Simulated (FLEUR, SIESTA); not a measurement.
A FLEUR input for a self-consistent single point of Sr (Fm-3m, 1 atom in the cell) (DFT, PBE, all-electron FLAPW (FLEUR), scalar-relativistic valence with spin-orbit coupling in second variation):

Input of the input generator:

```
Sr
&input film=f /
0.0000000000 5.7326826203 5.7326826203
5.7326826203 -0.0000000000 5.7326826203
5.7326826203 5.7326826203 0.0000000000
1.0
1.0 1.0 1.0

1
38 0.0000000000 0.0000000000 0.0000000000

&comp jspins=1 /
&kpt div1=8 div2=8 div3=8 gamma=t /
&soc 0.0 0.0 /
&end /
```

```xml
<?xml version="1.0" encoding="UTF-8" standalone="no"?>
<fleurInput fleurInputVersion="0.39">
   <comment>
      Sr                                                                                                  
   </comment>
   <calculationSetup>
      <cutoffs Kmax="3.8" Gmax="15.2" GmaxXC="15.2" numbands="0"/>
      <scfLoop itmax="60" minDistance="0.00001" maxIterBroyd="40" imix="Anderson" alpha="0.05" precondParam="0.0" spinf="2.0"/>
      <coreElectrons ctail="T" frcor="F" kcrel="0" coretail_lmax="0"/>
      <xcFunctional name="pbe" relativisticCorrections="F"/>
      <magnetism jspins="1"/>
      <soc l_soc="T" theta="0.0" phi="0.0" spav="F"/>
      <expertModes spex="0" secvar="F"/>
      <geometryOptimization l_f="F" forcealpha="1.0" forcemix="BFGS" epsdisp="0.00001" epsforce="0.00001"/>
      <ldaU l_linMix="F" mixParam="0.05" spinf="1.0"/>
   </calculationSetup>
   <cell>
      <bzIntegration valenceElectrons="10.0" mode="hist" fermiSmearingEnergy="0.00367493">
         <kPointListSelection listName="default-1"/>
         <!-- k-points included here -->
         <xi:include xmlns:xi="http://www.w3.org/2001/XInclude" href="kpts.xml"> </xi:include>
      </bzIntegration>
      <!-- symmetry operations included here -->
      <xi:include xmlns:xi="http://www.w3.org/2001/XInclude" href="sym.xml"> </xi:include>
      <bulkLattice scale="1.0">
         <bravaisMatrix>
            <row-1>    0.0000000000000000     5.7326826203000003     5.7326826203000003</row-1>
            <row-2>    5.7326826203000003     0.0000000000000000     5.7326826203000003</row-2>
            <row-3>    5.7326826203000003     5.7326826203000003     0.0000000000000000</row-3>
         </bravaisMatrix>
      </bulkLattice>
   </cell>
   <atomSpecies>
      <species name="Strontium (Sr)" element="Sr" atomicNumber="38">
         <mtSphere radius="2.68" gridPoints="925" logIncrement="0.014"/>
         <atomicCutoffs lmax="10" lnonsphr="8"/>
         <electronConfig flipSpins="F">
            <coreConfig>(1s1/2) (2s1/2) (2p1/2) (2p3/2) (3s1/2) (3p1/2) (3p3/2) (3d3/2) (3d5/2)</coreConfig>
            <valenceConfig>(4s1/2) (4p1/2) (4p3/2) (5s1/2)</valenceConfig>
         </electronConfig>
         <energyParameters s="5" p="5" d="4" f="4"/>
         <lo type="SCLO" l="0" n="4" eDeriv="0"/>
         <lo type="SCLO" l="1" n="4" eDeriv="0"/>
      </species>
   </atomSpecies>
   <atomGroups>
      <atomGroup species="Strontium (Sr)">
         <relPos label="                   1">.0000000000 .0000000000 .0000000000</relPos>
         <force calculate="T" relaxXYZ="TTT"/>
      </atomGroup>
   </atomGroups>
   <output dos="F" band="F" slice="F">
      <checks vchk="F" cdinf="F"/>
      <bandDOS minEnergy="-.5*Htr" maxEnergy="0.5*Htr" sigma="0.015" storeEVData="T"/>
      <vacuumDOS vacdos="F" integ="F" star="F" nstars="0" locx1="0.0" locy1="0.0" locx2="0.0" locy2="0.0" nstm="0" tworkf="0.0"/>
      <unfoldingBand unfoldBand="F" supercellX="1" supercellY="1" supercellZ="1"/>
      <plotting iplot="0" polar="F">
         <plot TwoD="T" vec1="  1.0  0.0  0.0" vec2="  0.0  1.0  0.0" vec3="  0.0  0.0  1.0" zero="  0.0  0.0  0.0" file="plot"/>
      </plotting>
      <chargeDensitySlicing numkpt="0" minEigenval="0.0" maxEigenval="0.0" nnne="0" pallst="F"/>
      <specialOutput eonly="F"/>
      <magneticCircularDichroism mcd="F" energyLo="-10.0" energyUp="0.0"/>
   </output>
  <!-- We include the file relax.xml here to enable relaxations (see documentation) -->
  <xi:include xmlns:xi="http://www.w3.org/2001/XInclude" href="relax.xml"> <xi:fallback/> </xi:include>
</fleurInput>
```

Q: Give the SIESTA input for the same structure, mesh, smearing and functional.

A: This is the input that was run; spellings and numerical settings could be chosen otherwise.

```
# files in the folder: Sr.psml (PseudoDojo PBE fully relativistic)
SystemName  Sr
SystemLabel sr

NumberOfAtoms                1
NumberOfSpecies              1
%block ChemicalSpeciesLabel
  1 38 Sr
%endblock ChemicalSpeciesLabel
LatticeConstant              4.290165 Ang
%block LatticeVectors
     0.000000000    0.707106836    0.707106836
     0.707106836    0.000000000    0.707106836
     0.707106836    0.707106836    0.000000000
%endblock LatticeVectors
AtomicCoordinatesFormat      Bohr
%block AtomicCoordinatesAndAtomicSpecies
     0.000000000    0.000000000    0.000000000  1
%endblock AtomicCoordinatesAndAtomicSpecies

XC.functional                GGA
XC.authors                   PBE
PAO.BasisSize                DZP
PAO.EnergyShift              0.01 Ry
MeshCutoff                   350 Ry
%block kgrid.MonkhorstPack
    8   0   0  0.0
    0   8   0  0.0
    0   0   8  0.0
%endblock kgrid.MonkhorstPack
OccupationFunction           FD
ElectronicTemperature        0.1 eV
Spin                         spin-orbit
%block DM.InitSpin
  1 0.00 0.00 0.00
%endblock DM.InitSpin

MaxSCFIterations             150
SCF.Mixer.Method             Pulay
SCF.Mixer.Weight             0.1
SCF.Mixer.History            6
SCF.DM.Tolerance             1.0E-04
Diag.ParallelOverK           true
WriteForces                  true
```

Basis, cutoffs, solver keys and any potentials are the target program's own. This input uses DFT, GGA PBE with spin-orbit coupling, numerical atomic orbitals DZP, PseudoDojo PBE fully relativistic norm-conserving potentials (rewritten from UPF to PSML).

The starting cell comes from a database of computed structures (which also holds hypothetical and non-ambient phases and stackings), without a prior relaxation at this level.
